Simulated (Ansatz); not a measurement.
Ansatz (a program for electronic structure) run on I (Cmce, 4 atoms in the cell): self-consistent single point.

Method of the run: PBE, PAW files (plane waves; Ansatz).

```xyz
4
Lattice="2.3406 -3.5525 0.0000 2.3406 3.5525 0.0000 0.0000 0.0000 9.5678" Properties=species:S:1:pos:R:3 pbc="T T T"
I      3.9604     0.0000     8.4483
I      3.0615     0.0000     3.6645
I      1.6197     0.0000     5.9033
I      0.7209     0.0000     1.1194
```

Reference input (self-consistent single point, DFT, PBE, plane waves, PAW files): basis.ecutwfc = 30.9 Ry; kpoints.mp_grid.grid = 7 7 3; hamiltonian.xc = pbe; hamiltonian.pseudopotentials = {kind: paw} (the program's default PAW files); scf.occupations.method = gaussian; scf.occupations.width = 0.0037 Ry. This run's input differs from it in these lines:

Ansatz 0.2 input:
```diff
@@ -13,3 +13,3 @@
 kpoints:
-  mp_grid: { grid: [7, 7, 3] }
+  mp_grid: { grid: [5, 5, 2] }
 hamiltonian:
```

The program printed (abridged):

```
SCF iter   1: F=—  HF=-30051.974297 eV  |F-HF|=—  |Δ(HF+E_count)|=         —  Δρ=2.23e-2  dr2=6.77e-1  ethr=3.10e-3  ⟨swp⟩=9.3  Hψ=3569  notcnv=0  defer=2
all-band conjugate gradients solve this SCF's bands
preconditioner: auto → Resta (q_TF=auto, 2.368 Å⁻¹)
SCF iter   2: F=—  HF=-30051.814172 eV  |F-HF|=—  |Δ(HF+E_count)|=   1.60e-1  Δρ=1.20e-2  dr2=2.01e-1  ethr=9.96e-4  ⟨swp⟩=2.7  Hψ=1005  notcnv=0  defer=33
   [... lines left out ...]
SCF iter   5: F=—  HF=-30051.758183 eV  |F-HF|=—  |Δ(HF+E_count)|=   2.60e-4  Δρ=1.10e-4  dr2=2.11e-5  ethr=5.71e-7  ⟨swp⟩=2.0  Hψ=957  notcnv=0  defer=33
SCF iter   6: F=—  HF=-30051.758204 eV  |F-HF|=—  |Δ(HF+E_count)|=   2.13e-5  Δρ=3.41e-5  dr2=2.02e-6  ethr=3.10e-8  ⟨swp⟩=2.0  Hψ=962  notcnv=0  defer=33
SCF iter   7: F=—  HF=-30051.758207 eV  |F-HF|=—  |Δ(HF+E_count)|=   2.73e-6  Δρ=1.20e-5  dr2=1.76e-7  ethr=2.96e-9  ⟨swp⟩=3.0  Hψ=1333  notcnv=0  defer=33
SCF iter   8: F=-30051.758207 eV  HF=-30051.758207 eV  |F-HF|=4.84e-9  |Δ(HF+E_count)|=   2.68e-8  Δρ=2.76e-6  dr2=1.05e-8  ethr=1.47e-10  ⟨swp⟩=14.9  Hψ=3758  notcnv=0
SCF 1 converged in 8 iterations: F = -30051.758207 eV  dr2 = 1.05e-8
Free energy (F): -30051.758207 eV
Internal energy: -30051.758207 eV  (E = F + TS)
E sigma→0 (E₀):  -30051.758207 eV
Fermi energy:    6.478466 eV
--- Forces (eV/Å), atoms counted from 1 ---
  atom   1  I     -0.53836293    -0.00000000    -0.88445238
  atom   2  I      0.53836293     0.00000000    -0.88445238
  atom   3  I     -0.53836293    -0.00000000     0.88445238
  atom   4  I      0.53836293     0.00000000     0.88445238
--- Stress (GPa, compression-positive) ---
        2.743697       0.000000       0.000000
        0.000000       1.858294       0.000000
        0.000000       0.000000       4.966205
  P = ⅓ Tr σ = 3.1894 GPa (31.894 kbar)
  The stress holds the Pulay correction. Without it, at fixed plane waves, as pw.x and ABINIT print it: P = 3.1750 GPa
```

The run converged in 8 iterations. Against the reference run the free energy goes up by 1.5 meV/atom, the pressure moves little (3.17 to 3.19 GPa), the largest force moves little (1.043 to 1.035 eV/Å) and the gap on the mesh goes from 1.352 to 1.396 eV.

The starting cell has typed, rounded lattice constants, without a prior relaxation at this level. Its lattice was rescaled by a random factor within 2.5 % of one. Spin-orbit coupling is off. Forces in this geometry exceed 1 eV/Å. Ansatz's pressure includes its estimate of the finite-basis (Pulay) stress. Another mesh or the band path of this cell gives a smaller gap, so this value is not converged in the mesh.
